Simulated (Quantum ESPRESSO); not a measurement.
Quantum ESPRESSO is run on Hf2N2O (P1, 20 atoms in the cell), and the run fails. The aim is a self-consistent single point with DFT, PBEsol, plane waves, GBRV 1.5 ultrasoft (PBESOL) pseudopotentials.

Cell that was meant: a = 5.5408 Å, b = 6.6170 Å, c = 7.1520 Å, α = 76.72°, β = 89.69°, γ = 89.91°.

Part of the input:

```fortran
ATOMIC_SPECIES
Hf   178.4900  hf_pbesol_v1.uspp.F.UPF
N     14.0070  n_pbesol_v1.2.uspp.F.UPF
O     15.9990  o_pbe_v1.2.uspp.F.UPF
ATOMIC_POSITIONS crystal
Hf    0.711270000    0.869720000    0.153130000
Hf    0.700900000    0.371620000    0.152620000
```

The program printed (abridged):

```
           3          10

 %%%%%%%%%%%%%%%%%%%%%%%%%%%%%%%%%%%%%%%%%%%%%%%%%%%%%%%%%%%%%%%%%%%%%%%%%%%%%%
     Error in routine set_dft_from_name (4):
      conflicting values for igcx
 %%%%%%%%%%%%%%%%%%%%%%%%%%%%%%%%%%%%%%%%%%%%%%%%%%%%%%%%%%%%%%%%%%%%%%%%%%%%%%

     stopping ...
```

Q: Read the log: what does the program object to, and what is the fix?

A: The fault is potentials made for another functional; here the program stops on it instead of giving results. To fix it, use potentials made for the functional of the run. The program stopped before any SCF iteration.

The sound input it was made from differs as follows (other fixes are possible):
```diff
-O     15.9990  o_pbe_v1.2.uspp.F.UPF
+O     15.9990  o_pbesol_v1.2.uspp.F.UPF
```

With that input, the run converged in 17 iterations: free energy E − TS -21232.7297 eV; top of the valence band (on the code's own zero) 12.17 eV; gap on the k-point mesh 1.06 eV; pressure -20.81 GPa; largest force (vector length) 0.499 eV/Å (DFT, PBEsol, plane waves, GBRV 1.5 ultrasoft (PBESOL) pseudopotentials).

On the sound input: the starting cell comes from a database of computed structures (which also holds hypothetical and non-ambient phases and stackings), without a prior relaxation at this level. Its lattice was rescaled by a random factor within 2.5 % of one. Spin-orbit coupling is off. With a pressure of about -21 GPa the cell is away from its equilibrium volume at this level.
